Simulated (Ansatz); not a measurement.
Start from NiSi$_{2}$ (space group Fm-3m, No. 225; non-magnetic).

```yaml
crystal:
  lattice:
    - [0.00000, 2.69349, 2.69349]
    - [2.69349, 0.00000, 2.69349]
    - [2.69349, 2.69349, 0.00000]
  atoms:
    - { symbol: Ni, position: [0.00000, 0.00000, 0.00000] }
    - { symbol: Si, position: [0.25000, 0.25000, 0.25000] }
    - { symbol: Si, position: [0.75000, 0.75000, 0.75000] }
```

Level of theory: Ansatz (a first-principles code) r2SCAN, no spin-orbit coupling.

Base values:

```
Property              Result
-------------------  -------
Lattice parameter a  5.387 Å
```

Modification: full substitution Ni → Co; the structure is relaxed again.

Q: What does the calculation give for the lattice parameter a after the change?

A: The lattice parameter a shrinks by 0.072 Å, from 5.387 Å to 5.315 Å.

Whether these cells are dynamically stable was not tested. Starting moments died away, wholly or in part, for Ni → Co and the base; another magnetic solution may exist. The final runs are not spin-polarised. An odd electron count without spin: CoSi2.
